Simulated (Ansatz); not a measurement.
The parent structure is Ti in the hcp (Mg type) structure (space group P6_3/mmc, No. 194; a = 2.864 Å, c = 4.537 Å; relaxed with 0.1 eV smearing). Axes: x lies along a and z along c of the hexagonal cell.

All numbers come from LDA in Ansatz (plane waves to 420 eV, PAW, without spin-orbit coupling).

Strains are applied to the cell and any free atomic positions relax.

One change was made to it. Results:

```csv
quantity,base,after
energy relative to the base (free energy F),0 meV/atom,+3.5 meV/atom
"pressure (mean of the normal stresses, compression positive)",0.0 GPa,2.6 GPa
```

Name the change that was made.
A. uniaxial strain ε_xx = −1.50 %
B. uniaxial strain ε_xx = +3.00 %
C. uniaxial strain ε_xx = −2.00 %
D. uniaxial strain ε_xx = +2.50 %
E. uniaxial strain ε_xx = −3.00 %

C, uniaxial strain ε_xx = −2.00 %. For comparison, the energy relative to the base in the other runs: uniaxial strain ε_xx = −1.50 % gives +2.0 meV/atom; uniaxial strain ε_xx = +2.50 % gives +5.0 meV/atom; uniaxial strain ε_xx = −3.00 % gives +8.1 meV/atom; uniaxial strain ε_xx = +3.00 % gives +7.2 meV/atom.

Stability against distortions was not tested. The final runs are not spin-polarised.

Ansatz is a program for electronic structure.
